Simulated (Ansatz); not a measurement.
System: CsCl-type CuZn. Method: LDA (PAW; Ansatz, a first-principles code).

Numerical settings: plane-wave cutoff 520 eV, 16×16×16 k mesh, Fermi–Dirac smearing 0.1 eV, perturbation theory, force constants from a 4×4×4 q mesh, no spin polarisation, scalar-relativistic PAW data made under PBE.

Question: What does this level give for the TO(Γ) frequency and zero-point energy?

Answer: 
- TO(Γ) frequency: 217 cm⁻¹
- zero-point energy: 0.029 eV/atom

Cost on a shared machine: roughly 30 core-minutes.
